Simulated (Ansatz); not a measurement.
The starting structures come from a database of crystals and need not be the phases stable at ambient conditions.

Inside the gap of an insulator the Bloch states are evanescent, with a wavenumber k + iκ along the transport direction.

Data:

```xyz
10
Lattice="6.4139 0.0000 0.0000 -3.2070 7.8460 0.0000 0.0000 -3.4010 6.4654" Properties=species:S:1:pos:R:3 pbc="T T T"
Rb     3.2070     1.2214     2.0016
Rb     0.0000     3.2237     4.4639
Rb     3.2070     5.5047     0.1275
Rb     0.0000    -1.0597     6.3379
Si     4.8104    -1.7005     3.2327
Si     1.6035    -1.7005     3.2327
As     0.0000     5.5197     1.5774
As     3.2070    -1.0747     4.8880
As     0.0000     0.0181     2.8106
As     3.2070     4.4270     3.6548
```

Space group of this cell: Ibam. The cell is taken as given; by PBEsol its mean pressure is -0.5 GPa.

Transport runs along the normal of the first two printed cell vectors.

No gap correction and no spin-orbit coupling; mid-gap values are interpolated between computed energies.

Question: Give the band gap and the smallest decay constant κ at mid-gap that PBEsol in Ansatz (a first-principles code) yields.

Answer: Gap 0.94 eV on a 6×6×6 mesh; κ = 0.136 1/Å, at the zone centre.
